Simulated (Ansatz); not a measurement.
LiCaMgSiN₃ (C2/m, No. 12; cell taken from a computed entry)

All values below come from HSE06 (plane waves, PAW; Ansatz, an electronic-structure program).

Numerical settings: plane-wave cutoff 460 eV, 6×6×4 k mesh (along the axes of the cell as run), Fermi–Dirac smearing 0.01 eV, scalar-relativistic PAW data made under PBE.

Cell (relaxed with PBEsol):

Space group C2/m (No. 12); a = 5.5398 Å, b = 9.7997 Å, c = 5.9816 Å, α = γ = 90.00°, β = 97.04°

```json
[
 {"atom": "Li", "site": "4i", "symmetry": "m", "x": "0.3241", "y": "0.0000", "z": "0.0922"},
 {"atom": "Ca", "site": "4h", "symmetry": "2", "x": "0.5000", "y": "0.1802", "z": "0.5000"},
 {"atom": "Mg", "site": "4g", "symmetry": "2", "x": "0.0000", "y": "0.2331", "z": "0.0000"},
 {"atom": "Si", "site": "4i", "symmetry": "m", "x": "0.1309", "y": "0.0000", "z": "0.6783"},
 {"atom": "N", "site": "4i", "symmetry": "m", "x": "0.1928", "y": "0.0000", "z": "0.3886"},
 {"atom": "N", "site": "8j", "symmetry": "1", "x": "0.2509", "y": "0.3542", "z": "0.1909"}
]
```
(The calculation used a cell of 14 atoms; values per cell refer to that cell.)

* **band gap**: 4.17 eV (on the SCF k mesh) (indirect)
* **smallest direct gap on the k points sampled**: 4.66 eV

Note: cell and atoms aren't relaxed at this level (pressure -0.5 GPa); this cell isn't known to be the ambient phase, and symmetry holds it in the calculation.

Computed values are for the static lattice.

The result took about 13 core-minutes (a rough figure).
